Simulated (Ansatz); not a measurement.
# Quick settings and what they miss: Mo3Si (Pm-3n, 8 atoms in the cell)

Self-consistent single point.

```xyz
8
Lattice="4.8567 0.0000 0.0000 0.0000 4.8567 0.0000 0.0000 0.0000 4.8567" Properties=species:S:1:pos:R:3 pbc="T T T"
Si     2.4284     2.4284     2.4284
Si     0.0000     0.0000     0.0000
Mo     1.2142     0.0000     2.4284
Mo     2.4284     1.2142     0.0000
Mo     2.4284     3.6426     0.0000
Mo     3.6426     0.0000     2.4284
Mo     0.0000     2.4284     3.6426
Mo     0.0000     2.4284     1.2142
```

Level of theory: PBE (plane waves, PAW; Ansatz, a program for electronic structure).

Base settings: basis.ecutwfc = 420 eV; kpoints.mp_grid.grid = 5 5 5; hamiltonian.xc = pbe; hamiltonian.pseudopotentials = {kind: paw} (the program's default PAW files); scf.occupations.method = cold; scf.occupations.width = 0.05 eV.

Tight run (finer mesh or higher cutoff; not a proven limit): basis.ecutwfc: 420 eV → 590 eV; kpoints.mp_grid.grid: 5 5 5 → 7 7 7; scf.convergence.dr2_threshold: default (1e-07 eV) → 1e-09 eV. It gave Fermi level (on the code's own zero) 20.21 eV; pressure 7.73 GPa.

Quick runs, as changes from the base:
- A: the base itself
- B: basis.ecutwfc: 420 eV → 250 eV; kpoints.mp_grid.grid: 5 5 5 → 6 6 6
- C: basis.ecutwfc: 420 eV → 295 eV; kpoints.mp_grid.grid: 5 5 5 → 4 4 4; kpoints.mp_grid.shift: default → 0.5 0.5 0.5
- D: basis.ecutwfc: 420 eV → 335 eV; kpoints.mp_grid.grid: 5 5 5 → 2 2 2; hamiltonian.xc: pbe → lda [LDA (PW92)]
- E: basis.ecutwfc: 420 eV → 210 eV; kpoints.mp_grid.grid: 5 5 5 → 2 2 2; kpoints.mp_grid.shift: default → 0.5 0.5 0.5
- F: kpoints.mp_grid.grid: 5 5 5 → 4 4 4; scf.occupations.method: cold → gaussian; scf.occupations.width: 0.05 eV → 0.2 eV

Energies are extrapolated to zero smearing width, which holds to low order in the width alone.

Dashes: energy of D, another energy zero.

† marks runs with another functional, U, potentials or spin treatment: their distance from the tight run is not a convergence error alone.

The count of work is k-points × plane waves × bands × iterations; it is no time. 

Pressures in the table are Ansatz's without its Pulay estimate, at a fixed set of plane waves; the tight run's value above holds the estimate.

The starting cell has typed, rounded lattice constants, without a prior relaxation at this level. Its lattice was rescaled by a random factor within 2.5 % of one. Spin polarisation is off. In the base run, with a pressure of about 7 GPa the cell is away from its equilibrium volume at this level.

| run | energy less tight (meV/atom) | pressure less tight (GPa) | count of work / tight |
|---|---|---|---|
| A | -7.0 | -0.44 | 0.25 |
| B | 420.1 | -30.84 | 0.27 |
| C | 45.5 | -6.14 | 0.073 |
| D† | – | -11.50 | 0.084 |
| E | 1798.1 | -114.10 | 0.010 |
| F | 21.7 | 1.23 | 0.29 |

Among the runs at the tight run's level, the energy misses run from 7.0 to 1798.1 meV/atom.

Keys are those of Ansatz 0.2.
